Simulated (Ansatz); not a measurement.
Terminations of the (100) surface of fcc Ir, measured from the surface 'clean 1x1'. Atoms come from or go to: Ag: fcc Ag, Al: fcc Al, Au: fcc Au, Co: hcp Co, ferromagnetic, Fe: bcc Fe, ferromagnetic, Ir: fcc Ir, Mo: bcc Mo, Os: hcp Os, Pd: fcc Pd, Pt: fcc Pt, Ru: hcp Ru, Zn: hcp Zn. ΔE is the energy of forming the row's surface from that one (negative: more stable at these reservoirs); the vacuum level's shift is aligned on the shared bottom. No zero-point or thermal terms. These are constructed structures in small cells; real faces may alloy, dewet or reconstruct in larger ones, and not all known structures of the face are among them. Slabs of about 10 Å with all that they carry, Fermi-Dirac smearing of 0.1 eV. Bottom of the slabs: a bare face, its two planes held. Relaxed from the named starts with such symmetry as they have, on meshes of like density; energies extrapolated to zero smearing; no spin-orbit coupling, no U. Spin-polarised runs, if any, are marked in brackets, and their order is one that fits the cell; the others ran without spin. A dash marks a value that is undefined for that row (no clear gap, or no work function of a gapped slab) or was not read reliably on its mesh.

All values below come from PBE (plane waves to 420 eV, PAW; Ansatz, a program for electronic structure).

```
surface                                                                   atoms added per 1x1  ΔE per 1x1 (eV)  shift of the vacuum level (eV)  work function (eV)
------------------------------------------------------------------------  -------------------  ---------------  ------------------------------  ------------------
a layer of Fe in place of the second plane [spin, 2.4 μB a cell]                 +1 Fe, -1 Ir            -0.18                           -0.29                5.25
a layer of Pt in place of the second plane                                       -1 Ir, +1 Pt             0.31                            0.12                5.66
a layer of Zn in place of the second plane                                       -1 Ir, +1 Zn              [?]                            0.09                5.64
a pseudomorphic layer of Au in the host's stacking                                      +1 Au            -0.50                           -0.33                5.22
a pseudomorphic layer of Co in the host's stacking [spin, 2.0 μB a cell]                +1 Co              [?]                           -1.20                4.35
a pseudomorphic layer of Ag in the host's stacking                                      +1 Ag              [?]                           -1.09                4.46
a pseudomorphic layer of Pd in the host's stacking                                      +1 Pd            -0.54                           -0.66                4.88
a layer of Os in place of the second plane                                       -1 Ir, +1 Os            -0.08                           -0.24                5.28
a layer of Ru in place of the second plane                                       -1 Ir, +1 Ru            -0.14                           -0.16                5.37
a pseudomorphic layer of Ru in the host's stacking                                      +1 Ru             0.20                           -0.55                5.00
a pseudomorphic layer of Al in the host's stacking                                      +1 Al            -1.31                           -0.74                4.81
a layer of Mo in place of the second plane                                       -1 Ir, +1 Mo              [?]                           -0.74                4.75
```

Question: Complete the blanks.

Answer: 
- a layer of Zn in place of the second plane, ΔE per 1x1 (eV): -0.01
- a pseudomorphic layer of Co in the host's stacking [spin, 2.0 μB a cell], ΔE per 1x1 (eV): -0.04
- a pseudomorphic layer of Ag in the host's stacking, ΔE per 1x1 (eV): -0.48
- a layer of Mo in place of the second plane, ΔE per 1x1 (eV): -0.87
